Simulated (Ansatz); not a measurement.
## Parameter sweep on Na2W4O13 (P-1, 19 atoms in the cell)

```
Na2W4O13
1.0
    3.85190     0.00000     0.00000
   -0.05912     8.33048     0.00000
   -1.90648    -0.84400     8.15762
Na W O
2 4 13
Cartesian
  1.89380   5.37603   3.44741
 -0.00750   2.11045   4.71021
  2.08776   4.56991   6.72906
 -0.20146   2.91657   1.42856
  1.74971  -0.47703   6.55114
  0.13660   7.96351   1.60648
  1.89616   6.19785   8.12205
 -0.00986   1.28863   0.03557
  1.93161   8.08467   1.52564
 -0.04531  -0.59819   6.63198
  0.03160   4.64762   6.86855
  1.85470   2.83886   1.28907
 -0.02956   4.16524   0.00000
  1.94981   3.52352   5.32480
 -0.06350   3.96295   2.83281
  1.89762   0.73563   5.30237
 -0.01131   6.75084   2.85525
 -0.00509   1.31765   2.52968
  1.89140   6.16883   5.62794
```

Base run A: PBEsol, default PAW files made with PBE in Ansatz (an electronic-structure program), self-consistent single point.

Its settings: kpoints.mp_grid.grid = 4 2 2; kpoints.mp_grid.shift = 0.5 0.5 0.5; hamiltonian.xc = pbesol; hamiltonian.pseudopotentials = {kind: paw} (the program's default PAW files); scf.occupations.method = fixed.

The starting cell comes from a database of computed structures (which also holds hypothetical and non-ambient phases and stackings), without a prior relaxation at this level. Spin-orbit coupling is off. Ansatz's pressure includes its estimate of the finite-basis (Pulay) stress. Another mesh or the band path of this cell gives a smaller gap, so this value is not converged in the mesh.

A dash stands where there is no value to compare (another energy zero or no entropy term, no result, no spin, no clean gap, or a mesh too coarse for one). Total energies depend on the potentials, the functional and any Hubbard or dispersion term, so they are compared only between runs that share all of them.

Run A gave: pressure (GPa) -1.43; largest force (eV/Å) 0.311; gap on the mesh (eV) 2.317.

Runs:
- B: hamiltonian.dispersion: default → d3bj [PBEsol-D3BJ]
- C: hamiltonian.dispersion: default → d3bjatm [PBEsol-D3BJ-ATM]
- D: hamiltonian.xc: pbesol → r2scan; hamiltonian.dispersion: default → d3bjatm [r2SCAN-D3BJ-ATM]
- E: hamiltonian.dispersion: default → d4 [PBEsol-D4]

### Question
What does run C change against A?

### Answer
The pressure goes from -1.43 to -2.88 GPa, the largest force hardly changes (0.311 to 0.312 eV/Å) and the gap on the mesh stays at 2.317 eV.

### Question
What does run D change against A?

### Answer
The pressure goes from -1.43 to -2.74 GPa, the largest force goes from 0.311 to 0.587 eV/Å and the gap on the mesh goes from 2.317 to 2.679 eV.

```
run  pressure (GPa)  largest force (eV/Å)  gap on the mesh (eV)  dispersion energy (eV/atom)
---  --------------  --------------------  --------------------  ---------------------------
A             -1.43                 0.311                 2.317                            –
B             -3.09                 0.312                 2.317                       -0.142
C             -2.88                 0.312                 2.317                       -0.133
D             -2.74                 0.587                 2.679                       -0.067
E             -2.41                 0.320                 2.317                       -0.090
```

Left out of this page: 1 run of the series held back from this collection.

Keys are those of Ansatz 0.2.
